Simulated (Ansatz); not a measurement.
## InP: strain along the normal

InP (zinc blende, F-43m, 25.392 Å³/atom at rest) under an equal strain ε in the (001) plane with the normal axis free, as in a coherent film. PBEsol in Ansatz, a plane-wave DFT program (PAW, default set), 420 eV, 10×10×10 Γ-centred mesh, Fermi-Dirac smearing 0.05 eV; ions are relaxed within the symmetry of each cell.

Here s stands for strain and y for normal strain.

```
strain (%)  normal strain (%)
----------  -----------------
-1.50                    1.65
-1.00                    1.11
-0.50                    0.55
0.00                     0.00
0.50                    -0.56
1.00                    -1.12
1.50                    -1.69
3.00                        ?
```

The 7 complete rows are fitted with a straight line, y against s. Means: s 0, y -0.009. About the means, the sum of products is -7.7950 and the sum of squares of s is 7.0000; the slope is their ratio. Least squares gives y = -0.009 - 1.1136·s. Residuals (row less fit): -0.011, 0.005, 0.002, 0.009, 0.006, 0.003, -0.011; standard error 0.009 (degrees of freedom: 5). The slope, -1.11 ± 0.00, is the elastic response of the normal axis, −2C12/C11 for this plane.

### Question
Estimate the missing y (s = 3.00); what did the run itself give?

### Answer
y = -0.009 - 1.1136 × 3.0 = -3.350%. The calculation gives -3.44%, 0.090% below the prediction (1.8 % of the range of y in the table). The row lies outside the fitted rows, so this is an extrapolation. From the scatter of the fitted rows alone, a prediction at this place has a standard error of 0.014%, so the miss is 6.4 times that.

One order more, fitted to all 13 runs of the series, follows each within 0.01, so the miss is the next term of a smooth law. Rows are the converged runs of the series near zero and its far end; series whose fitted rows scatter by over a few per cent of the range, as at a crossing or softening among them, aren't shown in this form. Most that stay on the fit to the last digits aren't either.
